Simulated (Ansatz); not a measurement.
## Cs3P (space group P6/mmm, No. 191; a hypothetical phase, not in the database extracts checked)

Space group P6/mmm (No. 191); a = 6.3590 Å, b = 6.3590 Å, c = 6.8987 Å, α = 90.00°, β = 90.00°, γ = 120.00°

```
atom  site  symmetry       x       y       z
----  ----  --------  ------  ------  ------
Cs      1b     6/mmm  0.0000  0.0000  0.5000
Cs      2c      -6m2  0.3333  0.6667  0.0000
P       1a     6/mmm  0.0000  0.0000  0.0000
```

Method: Kohn–Sham DFT with the PBEsol functional, run in Ansatz (a quantum-chemistry and plane-wave program) with PAW and 420 eV plane waves, no spin-orbit coupling. Γ-centred 9×9×7 mesh, Fermi–Dirac width 0.05 eV.

```json
{
 "volume_per_atom": "60.40 Å³",
 "density": "2.95 g/cm³",
 "band_gap": "zero",
 "total_energy": "-4374.472 eV/atom (σ→0; compares only within this code and set-up)"
}
```

Stability against distortions was not tested. All final runs are without spin polarisation. A zero or small gap of Cs3P can be the functional's error rather than a property of the material.
